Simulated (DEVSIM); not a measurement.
System: illuminated Si n-on-p cell, one wavelength, at 400 K.

```tsv
layer (left to right)	material	thickness (μm)	Nd (cm⁻³)	Na (cm⁻³)	τn (s)	τp (s)	absorption coefficient (cm⁻¹)
1	Si	0.150	5.1e18	-	3.6e-6	4.1e-6	710
2	Si	93.0	-	3.8e15	0.00018	0.00018	710
```

Left contact: ohmic, minority hole recombination velocity 20 cm/s. Right contact: ohmic, minority electron recombination velocity 20 cm/s. Voltage is applied to the left contact. Recombination: SRH at mid-gap, radiative, Auger. Light enters at the left, 2.2e16 photons cm⁻² s⁻¹, one pass, no reflection. Mobility is μmin + (μ − μmin)/(1 + (N/Nref)^α).

This is a model device: material constants are rounded textbook-type values typed into the input, and sizes, dopings and lifetimes were drawn at random. Values at 300 K; Nc and Nv go as T^1.5, mobilities as T to minus their exponent, the gap by Varshni's rule with the affinity fixed.

```csv
parameter,Si
gap (eV),1.124
affinity (eV),4.05
permittivity,11.7
Nc (cm⁻³),2.86e19
Nv (cm⁻³),3.1e19
μn (cm²/Vs),1417
μp (cm²/Vs),470
"μn,min",52
"μp,min",45
"Nref,n",9.7e16
"Nref,p",2.2e17
αn,0.68
αp,0.72
T exponent of μn,2.3
T exponent of μp,2.2
B (cm³/s),4.7e-15
Cn (cm⁶/s),2.8e-31
Cp (cm⁶/s),9.9e-32
Varshni α (eV/K),0.000473
Varshni β (K),636
```

DEVSIM, 1D drift-diffusion, Boltzmann statistics, complete ionisation; no tunnelling, impact ionisation, image-force lowering or self-heating.

The photon flux was swept, all else fixed.

```tsv
photon flux (cm^-2 s^-1)	open-circuit voltage (V)	short-circuit current (mA/cm²)	fill factor	largest power (mW/cm²)
6.6e14	0.241	0.105	0.62	0.0157
2.2e15	0.283	0.351	0.65	0.0649
6.6e15	0.322	1.05	0.68	0.229
2.2e16	0.366	3.51	0.70	0.893
6.6e16	0.409	10.5	0.71	3.04
2.2e17	0.461	35.1	0.71	11.5
6.6e17	0.508	105	0.72	38.7
```

From the first row to the last the open-circuit voltage goes from 0.241 to 0.508. From the first row to the last the short-circuit current goes from 0.105 to 105.
